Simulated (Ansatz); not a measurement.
Ru: response to strain

Take Ru in the hcp (Mg type) structure (space group P6_3/mmc, No. 194; a = 2.692 Å, c = 4.246 Å) as the base. Axes: x lies along a and z along c of the hexagonal cell.

Strains are applied to the cell and any free atomic positions relax; under biaxial strain the out-of-plane vector relaxes too; under stress the whole cell relaxes.

Calculations: plane-wave PAW DFT at the PBEsol level (Ansatz, a program for electronic structure, 420 eV), spin-orbit coupling left out.

Notes on the quantities. energy relative to the base: free energy F; pressure: mean of the normal stresses, compression positive.

```csv
case,energy relative to the base,shortest interatomic distance,pressure
base,0 meV/atom,2.631 Å,0.0 GPa
"biaxial strain −3.23 %, plane normal [001], relaxed out of plane",–,2.605 Å,18.9 GPa
"biaxial strain +4.51 %, plane normal [001], relaxed out of plane",–,2.632 Å,-16.5 GPa
uniaxial strain ε_xx = −0.67 %,+1.2 meV/atom,2.627 Å,___
uniaxial strain ε_xx = +0.82 %,+1.7 meV/atom,2.633 Å,-2.7 GPa
uniaxial strain ε_yy = −1.04 %,+2.9 meV/atom,2.624 Å,3.7 GPa
uniaxial strain ε_zz = −1.21 %,___,___,4.6 GPa
uniaxial strain ε_zz = +3.77 %,+38 meV/atom,2.692 Å,-11.7 GPa
tensor shear ε_xy = −0.59 %,+1.3 meV/atom,2.628 Å,0.0 GPa
"uniaxial stress, 2 GPa tension along z",+0.3 meV/atom,___,–
```

Task: Some entries are withheld; estimate them.

Result: 
- uniaxial strain ε_xx = −0.67 %, pressure: 2.3 GPa
- uniaxial strain ε_zz = −1.21 %, energy relative to the base: +4.5 meV/atom
- uniaxial strain ε_zz = −1.21 %, shortest interatomic distance: 2.610 Å
- uniaxial stress, 2 GPa tension along z, shortest interatomic distance: 2.636 Å

Without a gap, meshes like the base's 20×20×11 leave anisotropic stresses uncertain by several tenths of a GPa, and small strain energies with them. Beyond what the load breaks, stability against distortions was not tested. The final runs are not spin-polarised.
